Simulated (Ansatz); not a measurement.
System: LiBH₄ (Ama2, No. 40, 12 atoms in the cell; start mp-1095543). Method: PBEsol in Ansatz (PAW).

Settings: plane-wave cutoff 500 eV, 6×10×10 k mesh (along the axes of the cell as run), gaussian smearing 0.02 eV, scalar-relativistic PAW data made under PBE.

Cell (relaxed at this level):

LiBH$_{4}$ has the orthorhombic space group Ama2 (No. 40), Pearson symbol oS24. Lattice parameters: a = 6.182 Å, b = 5.612 Å, c = 5.565 Å, α = 90.00°, β = 90.00°, γ = 90.00°. Li on 4a is coordinated by 6 H at 2.007–2.061 Å and 4 B at 2.458–2.561 Å. B on 4b sees 4 H at 1.225–1.230 Å and 4 Li at 2.458–2.561 Å. H1 on 8c has 1 B at 1.230 Å and 1 Li at 2.061 Å (bent). H2 on 4b is surrounded by 1 B at 1.227 Å and 2 Li at 2.048 Å (trigonal pyramidal). H3 on 4b sees 1 B at 1.225 Å and 2 Li at 2.007 Å (trigonal pyramidal). (Neighbours: up to the widest gap in distance over summed covalent radii, below 1.35, at either atom; cation-cation and far metal-metal contacts left out.)
(The calculation used a cell of 12 atoms; values per cell refer to that cell.)

Task: Estimate the band gap that the calculation returns.

Result: 
- band gap: 5.07 eV (on the SCF k mesh)

Note: the relaxation could not lower the start's symmetry, so the cell can be a saddle point above a distorted one.

Computed values are for the static lattice.

A start named mp-… is a Materials Project structure, which need not be a measured phase.

Ansatz is a program for electronic structure.
